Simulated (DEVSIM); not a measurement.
System: TaN/SiO2/p-Si capacitor, at 300 K.

Layer 1 from the left is SiO2, thickness (nm) 40.0. Layer 2 from the left is Si, thickness (nm) 1100, Na (cm⁻³) 2.7e17.

Metal gate on the left, work function 4.4 eV. Fixed charge at the semiconductor interface 2e11 cm⁻² (in units of +e); no interface traps.

This is a model device: material constants are rounded textbook-type values typed into the input, and sizes, dopings and lifetimes were drawn at random. Values at 300 K.

SiO2: gap (eV) 9, affinity (eV) 0.9, permittivity 3.9. Si: gap (eV) 1.124, affinity (eV) 4.05, permittivity 11.7, Nc (cm⁻³) 2.86e19, Nv (cm⁻³) 3.1e19.

Simulated with DEVSIM: 1D Poisson equation in equilibrium, Boltzmann statistics, complete ionisation; no quantum confinement or tunnelling. Metal contacts follow the ideal Schottky-Mott rule: no Fermi-level pinning, no interface dipoles.

### Question
What does the simulation give for the minimum of the low-frequency capacitance, the flat-band voltage?

### Answer
minimum of the low-frequency capacitance 0.0579 μF/cm²; flat-band voltage -1.02 V.
